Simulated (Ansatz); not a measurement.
The starting structures come from a database of crystals and need not be the phases stable at ambient conditions.

 Where the default PAW files enter, the runs use the earlier of Ansatz's two default sets.

## Evanescent states of Li$_{2}$H$_{6}$Pt (Fm-3m, not sure to be the ambient phase, 9 atoms a cell, 8.2 Å³ an atom) along the normal of (110)

Calculation: r2SCAN (plane waves, PAW; Ansatz, a first-principles code).

The gap is the functional's own. No spin-orbit coupling. Mid-gap values are interpolated on the energy grid.

Energies count from the valence-band top; κ is the least over a 6×6 mesh across the current.

```
E (eV)  κ (1/Å)  where
------  -------  -----
0.08      0.085  off Γ
0.24      0.143  off Γ
0.40      0.181  off Γ
0.56      0.210  off Γ
0.72      0.233  off Γ
0.88        ___  off Γ
1.04        ___  off Γ
1.20        ___  off Γ
1.36        ___  off Γ
1.52        ___  off Γ
1.68        ___      Γ
1.84        ___      Γ
2.00        ___      Γ
2.16        ___      Γ
2.32        ___      Γ
2.48        ___      Γ
2.64      0.214      Γ
2.80      0.189      Γ
2.96      0.158      Γ
3.12      0.114      Γ
3.28      0.016      Γ
```

Q: Some entries are withheld; supply them.

A: 
- 0.88, κ (1/Å): 0.253
- 1.04, κ (1/Å): 0.269
- 1.20, κ (1/Å): 0.284
- 1.36, κ (1/Å): 0.297
- 1.52, κ (1/Å): 0.308
- 1.68, κ (1/Å): 0.302
- 1.84, κ (1/Å): 0.292
- 2.00, κ (1/Å): 0.281
- 2.16, κ (1/Å): 0.268
- 2.32, κ (1/Å): 0.253
- 2.48, κ (1/Å): 0.235
